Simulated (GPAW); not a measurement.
**Input and output of a self-consistent single point for TlCrTe2 (P-3m1, 4 atoms in the cell) (GPAW)**

Level of theory: LDA (Perdew-Wang 92), GPAW PAW datasets LDA (gpaw-data 1.0.1) (plane waves; GPAW 25.7.0).

Input:

```python
from ase import Atoms
from ase.units import GPa
from gpaw import GPAW

atoms = Atoms(['Cr', 'Tl', 'Te', 'Te'],
              cell=[[4.109830, 0.000000, 0.000000],
                    [-2.054915, 3.559217, 0.000000],
                    [0.000000, 0.000000, 7.948880]],
              positions=[[0.000000, 0.000000, 3.974440],
                         [0.000000, 0.000000, 0.000000],
                         [2.054917, 1.186404, 5.431470],
                         [-0.000002, 2.372813, 2.517410]],
              pbc=True)

atoms.set_initial_magnetic_moments([3.0, 0.0, 0.0, 0.0])

calc = GPAW(spinpol=True,
            mode={'name': 'pw', 'ecut': 850},
            xc='LDA',
            kpts=(5, 5, 3),
            occupations={'name': 'methfessel-paxton', 'width': 0.136, 'order': 0},
            nbands=-12,
            symmetry={'symmorphic': False, 'tolerance': 0.0005},
            maxiter=150)

atoms.calc = calc

energy = atoms.get_potential_energy()
print('Energy (eV):', round(energy, 6))
forces = atoms.get_forces()
print('Forces (eV/Ang):')
print(forces.round(5))
stress = atoms.get_stress()
print('Stress (GPa, Voigt):', (stress / GPa).round(4))
```

Output (repeated stretches shortened):

```
Input parameters:
  kpts: [5 5 3]
  maxiter: 150
  mode: {ecut: 850,
         name: pw}
  nbands: -12
  occupations: {name: methfessel-paxton,
                order: 0,
                width: 0.136}
  spinpol: True
  symmetry: {symmorphic: False,
             tolerance: 0.0005}

species:
  Cr:
    name: Chromium
    Z: 24.0
    valence: 6
    core: 18
    charge: 0.0
    file: Cr.LDA.gz

    # Using partial waves for Cr as LCAO basis

  Tl:
    name: Thallium
    Z: 81.0
    valence: 13
    core: 68
    charge: 0.0
    file: Tl.LDA.gz

    # Using partial waves for Tl as LCAO basis

  Te:
    name: Tellurium
    Z: 52.0
    valence: 6
    core: 46
    charge: 0.0
    file: Te.LDA.gz

    # Using partial waves for Te as LCAO basis

Reference energy: -947549.513166  # eV

Spin-polarized calculation.
Initial magnetic moment: 3.000000

Convergence criteria:
 Maximum [total energy] change in last 3 cyles: 0.0005 eV / valence electron
 Maximum integral of absolute [dens]ity change: 0.0001 electrons / valence electron
 Maximum integral of absolute [eigenst]ate change: 4e-08 eV^2 / valence electron
 Maximum number of scf [iter]ations: 150

Symmetries present (total): 12
Symmetries with fractional translations: 0
75 k-points: 5 x 5 x 3 Monkhorst-Pack grid
12 k-points in the irreducible part of the Brillouin zone
       k-points in crystal coordinates                weights
   0:     0.00000000    0.00000000    0.00000000          1/75
   1:     0.00000000    0.00000000    0.33333333          2/75
   2:     0.20000000    0.00000000   -0.33333333          6/75
   [... 7 lines left out ...]
          ...
  11:     0.40000000    0.40000000    0.33333333         12/75

Wave functions: Plane wave expansion
  Cutoff energy: 850.000 eV
  Number of coefficients (min, max): 6505, 6555
  Pulay-stress correction: 0.000000 eV/Ang^3 (de/decut=0.000000)

Occupation numbers: Methfessel-Paxton:
  width: 0.1360  # eV
  order: 0

Eigensolver

Densities:
  Coarse grid: 28*28*54 grid
  Fine grid: 56*56*108 grid
  Total Charge: 0.000000

Density mixing:
  Method: difference
  Backend: pulay
  Linear mixing parameter: 0.05
  old densities: 5
  Damping of long wavelength oscillations: 50

Hamiltonian:
  XC and Coulomb potentials evaluated on a 56*56*108 grid
  External potential:
    NoExternalPotential

Number of atoms: 4
Number of atomic orbitals: 26
Number of bands in calculation: 29
Number of valence electrons: 31
Bands to converge: occupied

Density initialized from atomic densities
  26 bands from LCAO basis set
  3 bands from random numbers

Atomic positions and initial magnetic moments

Positions:
   0 Cr     0.000000    0.000000    3.974440    ( 0.0000,  0.0000,  3.0000)
   1 Tl     0.000000    0.000000    0.000000    ( 0.0000,  0.0000,  0.0000)
   2 Te     2.054917    1.186404    5.431470    ( 0.0000,  0.0000,  0.0000)
   3 Te    -0.000002    2.372813    2.517410    ( 0.0000,  0.0000,  0.0000)

Unit cell:
           periodic     x           y           z      points  spacing
  1. axis:    yes    4.109830    0.000000    0.000000    28     0.1271
  2. axis:    yes   -2.054915    3.559217    0.000000    28     0.1271
  3. axis:    yes    0.000000    0.000000    7.948880    54     0.1472

  Lengths:   4.109830   4.109830   7.948880
  Angles:   90.000000  90.000000 120.000001

Effective grid spacing dv^(1/3) = 0.1400

     iter     time        total  log10-change:  magmom
                         energy   eigst   dens
iter:   1 --:--:--   -24.677912                   +2.9877
iter:   2 --:--:--   -21.784046   -1.06  -0.91    +2.1156
iter:   3 --:--:--   -21.805526   -1.93  -1.38    +2.4429
iter:   4 --:--:--   -21.915059   -2.29  -1.42    +3.0881
iter:   5 --:--:--   -21.838862   -2.44  -1.56    +2.9996
iter:   6 --:--:--   -21.870809   -2.40  -1.81    +3.0298
iter:   7 --:--:--   -21.834886   -2.09  -1.86    +2.9836
iter:   8 --:--:--   -21.821172   -3.73  -2.06    +2.9816
iter:   9 --:--:--   -21.817976   -2.95  -2.27    +3.0049
iter:  10 --:--:--   -21.806292c  -3.58  -2.52    +2.9304
iter:  11 --:--:--   -21.819139c  -3.39  -2.74    +3.0644
iter:  12 --:--:--   -21.818974c  -4.46  -2.74    +3.0620
iter:  13 --:--:--   -21.819054c  -4.85  -2.81    +3.0576
iter:  14 --:--:--   -21.818987c  -4.74  -2.80    +3.0585
iter:  15 --:--:--   -21.818964c  -5.38  -2.93    +3.0580
iter:  16 --:--:--   -21.818934c  -5.39  -3.03    +3.0565
iter:  17 --:--:--   -21.818939c  -5.93  -3.43    +3.0563
iter:  18 --:--:--   -21.818899c  -5.83  -3.48    +3.0559
iter:  19 --:--:--   -21.818905c  -6.41  -4.05c   +3.0559
iter:  20 --:--:--   -21.818911c  -6.69  -4.13c   +3.0556
iter:  21 --:--:--   -21.818910c  -6.88  -4.30c   +3.0552
iter:  22 --:--:--   -21.818907c  -7.16  -4.56c   +3.0553
iter:  23 --:--:--   -21.818907c  -7.44c -4.63c   +3.0554

Converged after 23 iterations.

Dipole moment: (0.000000, -0.000000, -0.000000) |e|*Ang

Total magnetic moment: (0.000000, 0.000000, 3.055362)
Local magnetic moments:
   0 Cr ( 0.000000,  0.000000,  2.927354)
   1 Tl ( 0.000000,  0.000000, -0.010847)
   2 Te ( 0.000000,  0.000000, -0.092613)
   3 Te ( 0.000000,  0.000000, -0.092613)

Energy contributions relative to reference atoms: (reference = -947549.513166)

Kinetic:         +7.138063
Potential:      -12.149642
External:        +0.000000
XC:             -17.197096
Entropy (-ST):   -0.009075
Local:           +0.394305
SIC:             +0.000000
--------------------------
Free energy:    -21.823444
Extrapolated:   -21.818907

Spin contamination: 0.335480 electrons
Showing only first 2 kpts
                      Up                     Down
 Kpt  Band  Eigenvalues  Occupancy  Eigenvalues  Occupancy
  0    13      4.21663    1.00000      5.47900    0.98271
  0    14      4.94785    1.00000      6.68743    0.00000
  0    15      5.46491    0.98808      6.68780    0.00000
  0    16      5.46493    0.98807      7.08050    0.00000

  1    13      4.65228    1.00000      5.95139    0.00256
  1    14      5.53350    0.93900      6.67569    0.00000
  1    15      5.53351    0.93898      6.67604    0.00000
  1    16      6.01592    0.00026      7.06521    0.00000

Fermi level: 5.68222

No gap
No difference between direct/indirect transitions
Energy (eV): -21.818907

Forces in eV/Ang:
  0 Cr    0.00000   -0.00000    0.00000
  1 Tl    0.00000    0.00000    0.00000
  2 Te   -0.00000    0.00000   -0.38312
  3 Te   -0.00000    0.00000    0.38312

Stress tensor:
     0.029755    -0.000000     0.000000
    -0.000000     0.029755    -0.000000
     0.000000     0.000000     0.034540
Stress (GPa, Voigt): [ 4.7673  4.7673  5.5339 -0.      0.     -0.    ]
```

The run converged in 23 iterations. GPAW prints stress with tension positive.

The starting cell comes from a database of computed structures (which also holds hypothetical and non-ambient phases and stackings), without a prior relaxation at this level. Spin-orbit coupling is off. With one magnetic atom in the cell only a parallel order is possible. With a pressure of about -5 GPa the cell is away from its equilibrium volume at this level.

Cost on one core of a shared machine: roughly 70 s.
